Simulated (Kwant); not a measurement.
System: wire with one Gaussian impurity in a Ge (holes) two-dimensional gas. Effective mass 0.06 mₑ, grid spacing 6.2 nm, hard walls, nominal width 150 nm (25 grid rows, so walls 161.2 nm apart), one parabolic valley, scattering region 450 nm long along x; energies count from the band bottom; Fermi energy swept from 0.00022283 to 0.0047352 eV. Impurity U exp(−r²/2σ²), U = -0.0024 eV, σ = 17 nm, 30 nm off the axis.

Constants are typed, rounded textbook-type inputs, not results; the design itself was drawn at random and stands for no fabricated device.

Kwant, effective-mass tight-binding model on a square grid, one spin, coherent transport at 0 K. Conductance is in e²/h.

**Question.** How many channels do the leads carry at E = 2.46, 2.54, 4.51 meV?

**Answer.** The hard-wall thresholds are n² ħ²π²/(2mW²) = n² × 0.241 meV with W = 161.2 nm. √(2.46/0.241) = 3.19, so 3. √(2.54/0.241) = 3.24, so 3. √(4.51/0.241) = 4.32, so 4.
